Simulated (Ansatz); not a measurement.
For TaSe2 (P6₃/mmc, No. 194), LDA (Ansatz, an electronic-structure program, plane waves, PAW) gives:

* **lattice parameter a**: 3.393 Å
* **c axis length**: 12.220 Å

Question: What does PBEsol (Ansatz, plane waves, PAW) give for the same quantities?

Answer: 
- lattice constant a: 3.417 Å (goes up by 0.7 %)
- lattice parameter c: 12.649 Å (rises by 3.5 %)

Changes are worked out from the printed values.

Unless a cell is named, each level is at its own relaxed cell (LDA 20.30, PBEsol 21.31 Å³/atom).

Levels without +SOC leave out spin–orbit coupling, which shifts energies and cells of such heavy elements.

Ansatz's density-functional and Hartree–Fock values are scalar-relativistic unless marked +SOC, with PAW data made under PBE.
